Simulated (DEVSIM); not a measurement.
Device: Si n-i-p diode, at 400 K.

Layer 1 from the left is Si, thickness (μm) 0.970, Nd (cm⁻³) 1.1e17, τn (s) 1.4e-6, τp (s) 1.4e-6. Layer 2 from the left is Si, thickness (μm) 5.30, Na (cm⁻³) 8.3e12, τn (s) 1.4e-6, τp (s) 1.4e-6. Layer 3 from the left is Si, thickness (μm) 3.30, Na (cm⁻³) 1.9e19, τn (s) 1.4e-6, τp (s) 1.4e-6.

Left contact: ohmic. Right contact: ohmic. Voltage is applied to the left contact. Recombination: SRH at mid-gap, radiative. Mobility is μmin + (μ − μmin)/(1 + (N/Nref)^α).

Constants are typed, rounded textbook-type inputs, not results; the design itself was drawn at random and stands for no fabricated device. Values at 300 K; Nc and Nv go as T^1.5, mobilities as T to minus their exponent, the gap by Varshni's rule with the affinity fixed.

Si: gap (eV) 1.124, affinity (eV) 4.05, permittivity 11.7, Nc (cm⁻³) 2.86e19, Nv (cm⁻³) 3.1e19, μn (cm²/Vs) 1417, μp (cm²/Vs) 470, μn,min 52, μp,min 45, Nref,n 9.7e16, Nref,p 2.2e17, αn 0.68, αp 0.72, T exponent of μn 2.3, T exponent of μp 2.2, B (cm³/s) 4.7e-15, Varshni α (eV/K) 0.000473, Varshni β (K) 636.

Simulated with DEVSIM: 1D drift-diffusion, Boltzmann statistics, complete ionisation; no tunnelling, impact ionisation, image-force lowering or self-heating.

### Question
What does the simulation give for the potential step across the device at zero bias, the dark forward voltage at 1 A/cm², the dark forward voltage at 100 A/cm²?

### Answer
potential step across the device at zero bias 0.858 V; dark forward voltage at 1 A/cm² 0.440 V; dark forward voltage at 100 A/cm² 0.631 V.
